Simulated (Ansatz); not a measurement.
We consider TiZn2O4 (P4₁22, No. 91; cell taken from a computed entry), described by r²SCAN in Ansatz (plane waves, PAW).

Settings: plane-wave cutoff 600 eV, 6×6×6 k mesh, finite displacements, no spin polarisation, scalar-relativistic PAW data made under PBE.

Cell (relaxed at this level):

TiZn2O4 is taken in the tetragonal space group P4₁22 (No. 91), Pearson symbol tP28. Conventional cell: a = b = 5.9993 Å, c = 8.3795 Å, α = β = γ = 90.00°. Ti on 4b has 6 O at 1.905–2.049 Å (octahedral). Zn1 on 4c sees 4 O at 1.968–1.973 Å (tetrahedral). Zn2 on 4a is coordinated by 6 O at 2.060–2.155 Å (octahedral). O1 on 8d sees 1 Ti at 1.905 Å and 3 Zn at 1.968–2.106 Å. O2 on 8d is coordinated by 2 Ti at 1.963–2.049 Å and 1 Zn at 1.973 Å and 1 Zn at 2.155 Å. (Neighbours: up to the widest gap in distance over summed covalent radii, below 1.35, at either atom; cation-cation and far metal-metal contacts left out.)

### Question
Give the computed high-frequency dielectric constant (mean over three axes) and dielectric constant ε0 (ions relaxed) (mean over three axes).

### Answer

high-frequency dielectric constant (mean over three axes): 4.85
dielectric constant ε0 (ions relaxed) (mean over three axes): 22.5

Note: the relaxation could not lower the start's symmetry, so the cell can be a saddle point above a distorted one.

Cost on a shared machine: roughly 10 core-hours.

Ansatz is an electronic-structure program.
